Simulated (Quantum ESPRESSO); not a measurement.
A self-consistent single point of MgZnCu (Imma, 6 atoms in the cell) with Quantum ESPRESSO.

Level of theory: LDA (PZ), GBRV 1.5 ultrasoft (LDA) pseudopotentials (plane waves; Quantum ESPRESSO).

```
CELL_PARAMETERS angstrom
     -2.49753     2.52804     3.52943
      2.49753    -2.52804     3.52943
      2.49753     2.52804    -3.52943
ATOMIC_POSITIONS crystal
  Mg 0.12315 0.87315 0.25000
  Mg 0.87685 0.12685 0.75000
  Zn 0.50000 0.50000 0.50000
  Zn 0.50000 0.00000 0.00000
  Cu 0.50000 0.50000 0.00000
  Cu 0.00000 0.50000 0.50000
```

Reference input (self-consistent single point, DFT, LDA (PZ), plane waves, GBRV 1.5 ultrasoft (LDA) pseudopotentials): ecutwfc = 50 Ry; ecutrho = 400 Ry; occupations = smearing; smearing = methfessel-paxton; degauss = 0.0147 Ry; potentials = {Mg: mg_lda_v1.4.uspp.F.UPF, Zn: zn_lda_v1.uspp.F.UPF, Cu: cu_lda_v1.2.uspp.F.UPF}; K_POINTS = automatic 5 5 5 0 0 0; conv_thr = 1e-10 Ry. This run's input differs from it in these lines:

```diff
@@ -12,4 +12,4 @@
     ntyp = 3
-    ecutwfc = 50
-    ecutrho = 400
+    ecutwfc = 20
+    ecutrho = 160
     occupations = 'smearing'
```

Output (repeated stretches shortened):

```
     Self-consistent Calculation

     iteration #  1     ecut=    20.00 Ry     beta= 0.70

     total energy              =   -1923.86959521 Ry
     estimated scf accuracy    <      58.39838201 Ry

     iteration #  2     ecut=    20.00 Ry     beta= 0.70

     total energy              =   -1957.28753661 Ry
     estimated scf accuracy    <     101.46736420 Ry

     iteration #  3     ecut=    20.00 Ry     beta= 0.70

     total energy              =   -1968.95266080 Ry
     estimated scf accuracy    <      22.72248874 Ry

   [... 11 blocks of this kind left out ...]

     iteration # 15     ecut=    20.00 Ry     beta= 0.70

     total energy              =   -1967.47025100 Ry
     estimated scf accuracy    <          2.2E-09 Ry

     iteration # 16     ecut=    20.00 Ry     beta= 0.70
     End of self-consistent calculation

   [... 5 lines left out ...]

   [... 5 lines left out ...]

     the Fermi energy is    11.7494 ev

!    total energy              =   -1967.47025100 Ry
     estimated scf accuracy    <          4.9E-11 Ry
     smearing contrib. (-TS)   =      -0.00036070 Ry
     internal energy E=F+TS    =   -1967.46989030 Ry

     convergence has been achieved in  16 iterations

     Forces acting on atoms (cartesian axes, Ry/au):

     atom    1 type  1   force =     0.00000000    0.00000000   -0.00366370
     atom    2 type  1   force =     0.00000000    0.00000000    0.00366370
     atom    3 type  2   force =     0.00000000    0.00000000    0.00000000
     atom    4 type  2   force =     0.00000000    0.00000000    0.00000000
     atom    5 type  3   force =    -0.00000000    0.00000000    0.00000000
   [... lines left out ...]

     Total force =     0.005181     Total SCF correction =     0.000001

          total   stress  (Ry/bohr**3)                   (kbar)     P=   -14029.81
  -0.09549832  -0.00000000  -0.00000000       -14048.29       -0.00       -0.00
   0.00000000  -0.09512596   0.00000000            0.00   -13993.51        0.00
   0.00000000   0.00000000  -0.09549380            0.00        0.00   -14047.62

   JOB DONE.
```

The run converged in 16 iterations. Against the reference run the free energy rises by 28.0 eV/atom, the pressure goes from -5.53 to -1403 GPa and the largest force goes from 0.032 to 0.094 eV/Å.

The starting cell comes from a database of computed structures (which also holds hypothetical and non-ambient phases and stackings), without a prior relaxation at this level. Spin polarisation is off. At the lowered cutoff the pressure carries the error of an incomplete plane-wave basis.

Cost on one core of a shared machine: roughly 30 s.
